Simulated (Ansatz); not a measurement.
Functionals compared on the (32-50) surface of hcp Zr in its 1x1 cell, outermost plane spacing 0.21 Å in the ideal cut, in Ansatz (plane waves, PAW). The structure was relaxed with PBE; the other rows are single points on it. Cutoff 420 eV (500 eV for r2SCAN).

Slab: 34 atoms, 10.5 Å thick at the start (thin: gaps and levels are the slab's own); k 7x3x1, smearing 0.1 eV, dipole-corrected; all atoms relaxed; symmetry of the start imposed; no spin, no spin-orbit, no U. These notes are the PBE run's.

```
functional  work function of the top face (eV)         rough cost of the single point
----------  ----------------------------------  -------------------------------------
PBE                                       3.28                                      –
LDA                                       3.52                 roughly 5 core-minutes
PBEsol                                    3.34            very roughly 5 core-minutes
RPBE                                      3.14                 roughly 5 core-minutes
r2SCAN                                    3.25  about 9 core-minutes (a rough figure)
```

Ansatz is a program for electronic structure.
